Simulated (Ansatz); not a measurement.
Electronic density of states of amorphous Al₂₈O₄₅Y₂, density 3.27 g/cm³, on a 2×2×2 Γ-centred mesh with a Gaussian width of 0.1 eV; energies count from the Fermi level, whose place inside the gap is arbitrary. Cell and mesh are small, so fine structure isn't converged. All values below come from PBE, scalar-relativistic without spin-orbit coupling (plane waves to 420 eV, PAW; Ansatz, an electronic-structure program). Sampling: a 2×2×2 Γ-centred mesh; Fermi-Dirac width 0.02 eV; no spin polarisation. At PBE the levels at the filled edge of the gap are localised (band-tail or defect states), and the nearest spread-out levels lie 4.0 eV apart at the zone centre.

Preparation: random packing, a CHGNet melt and quench, and a DFT relaxation. O atoms were pushed apart under 1.9 Å during the dynamics, to hinder bonds among them. The hot cell started wider than the set density and was brought back towards it in steps. It is the lowest in DFT energy of 2 quenches. It is a model cell: composition and starting density were chosen by hand, and all elements were melted together. No dispersion term was used. Its density started from a set value of 3.27 and ended at 3.27 g/cm³. Cooling (nominally 410 K/ps over its main leg) ran many orders faster than in experiment, which tends to leave more defects and strain. One small periodic cell is one sample of the glass; other quenches scatter about these values. The volume was held where the preparation left it and the shape relaxed, at a PBE pressure of -0.7 GPa (tension). Stress components on the final sampling reach 0.8 GPa.

(E - EF (eV), states/(eV atom)): (-12.00, 0.00); (-11.90, 0.00); (-11.80, 0.00); (-11.70, 0.00); (-11.60, 0.00); (-11.50, 0.00); (-11.40, 0.00); (-11.30, 0.00); (-11.20, 0.00); (-11.10, 0.00); (-11.00, 0.00); (-10.90, 0.00); (-10.80, 0.00); (-10.70, 0.00); (-10.60, 0.00); (-10.50, 0.00); (-10.40, 0.00); (-10.30, 0.00); (-10.20, 0.00); (-10.10, 0.00); (-10.00, 0.00); (-9.90, 0.00); (-9.80, 0.00); (-9.70, 0.00); (-9.60, 0.00); (-9.50, 0.00); (-9.40, 0.00); (-9.30, 0.00); (-9.20, 0.00); (-9.10, 0.00); (-9.00, 0.00); (-8.90, 0.00); (-8.80, 0.00); (-8.70, 0.00); (-8.60, 0.02); (-8.50, 0.10); (-8.40, 0.14); (-8.30, 0.14); (-8.20, 0.21); (-8.10, 0.24); (-8.00, 0.32); (-7.90, 0.36); (-7.80, 0.40); (-7.70, 0.43); (-7.60, 0.43); (-7.50, 0.43); (-7.40, 0.41); (-7.30, 0.37); (-7.20, 0.38); (-7.10, 0.44); (-7.00, 0.48); (-6.90, 0.43); (-6.80, 0.36); (-6.70, 0.43); (-6.60, 0.48); (-6.50, 0.51); (-6.40, 0.49); (-6.30, 0.43); (-6.20, 0.44); (-6.10, 0.48); (-6.00, 0.52); (-5.90, 0.54); (-5.80, 0.57); (-5.70, 0.53); (-5.60, 0.50); (-5.50, 0.52); (-5.40, 0.55); (-5.30, 0.60); (-5.20, 0.63); (-5.10, 0.66); (-5.00, 0.69); (-4.90, 0.71); (-4.80, 0.66); (-4.70, 0.66); (-4.60, 0.67); (-4.50, 0.62); (-4.40, 0.67); (-4.30, 0.75); (-4.20, 0.73); (-4.10, 0.71); (-4.00, 0.82); (-3.90, 0.87); (-3.80, 0.81); (-3.70, 0.77); (-3.60, 0.78); (-3.50, 0.81); (-3.40, 0.80); (-3.30, 0.72); (-3.20, 0.64); (-3.10, 0.61); (-3.00, 0.62); (-2.90, 0.60); (-2.80, 0.63); (-2.70, 0.68); (-2.60, 0.67); (-2.50, 0.66); (-2.40, 0.65); (-2.30, 0.62); (-2.20, 0.49); (-2.10, 0.28); (-2.00, 0.21); (-1.90, 0.20); (-1.80, 0.16); (-1.70, 0.06); (-1.60, 0.01); (-1.50, 0.00); (-1.40, 0.00); (-1.30, 0.00); (-1.20, 0.00); (-1.10, 0.00); (-1.00, 0.00); (-0.90, 0.00); (-0.80, 0.00); (-0.70, 0.00); (-0.60, 0.00); (-0.50, 0.00); (-0.40, 0.00); (-0.30, 0.00); (-0.20, 0.00); (-0.10, 0.00); (0.00, 0.00); (0.10, 0.00); (0.20, 0.00); (0.30, 0.00); (0.40, 0.00); (0.50, 0.00); (0.60, 0.00); (0.70, 0.00); (0.80, 0.00); (0.90, 0.00); (1.00, 0.00); (1.10, 0.00); (1.20, 0.00); (1.30, 0.00); (1.40, 0.00); (1.50, 0.00); (1.60, 0.00); (1.70, 0.01); (1.80, 0.01); (1.90, 0.00); (2.00, 0.00); (2.10, 0.00); (2.20, 0.00); (2.30, 0.02); (2.40, 0.05); (2.50, 0.03); (2.60, 0.01); (2.70, 0.04); (2.80, 0.08); (2.90, 0.06); (3.00, 0.03); (3.10, 0.04); (3.20, 0.07); (3.30, 0.07); (3.40, 0.15); (3.50, 0.20); (3.60, 0.21); (3.70, 0.28); (3.80, 0.21); (3.90, 0.15); (4.00, 0.18); (4.10, 0.20); (4.20, 0.17); (4.30, 0.20); (4.40, 0.24); (4.50, 0.25); (4.60, 0.24); (4.70, 0.24); (4.80, 0.24); (4.90, 0.22); (5.00, 0.24); (5.10, 0.26); (5.20, 0.26); (5.30, 0.29); (5.40, 0.32); (5.50, 0.35); (5.60, 0.37); (5.70, 0.35); (5.80, 0.39); (5.90, 0.41); (6.00, 0.38)

The level gap on this mesh is 3.52 eV; the broadening fills part of it in the curve.
